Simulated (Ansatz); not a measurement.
The parent structure is SnSe2 in the CdI2 type structure (space group P-3m1, No. 164; a = 3.7936 Å, c = 5.7438 Å; layered, stacked along the Cartesian z axis). Axes: x lies along a and z along c of the hexagonal cell.

Calculations: plane-wave PAW DFT at the PBEsol-D3(BJ) level (Ansatz, a first-principles code, 420 eV), without spin-orbit coupling.

For the base:

| Quantity | Value |
|---|---|
| Shortest interatomic distance | 2.704 Å |
| Pressure | 0.0 GPa |

Now apply this change: a pure shear with ε_xz = ε_zx = 0.0057, atoms relaxed at fixed cell.

**Question.** What happens to the largest internal atomic displacement?

**Answer.** The largest internal atomic displacement is 0.012 Å.

**Question.** What does the calculation give for the shortest interatomic distance after the change?

**Answer.** The shortest interatomic distance decreases by 0.005 Å (2.704 Å → 2.699 Å).

**Question.** How does this affect the energy relative to the base?

**Answer.** The energy stays essentially unchanged.

**Question.** Predict the new pressure.

**Answer.** The pressure (mean of the normal stresses, compression positive) stays 0.0 GPa.

The cells carry an imposed strain or load. No phonon test of stability was made. All final runs are without spin polarisation.
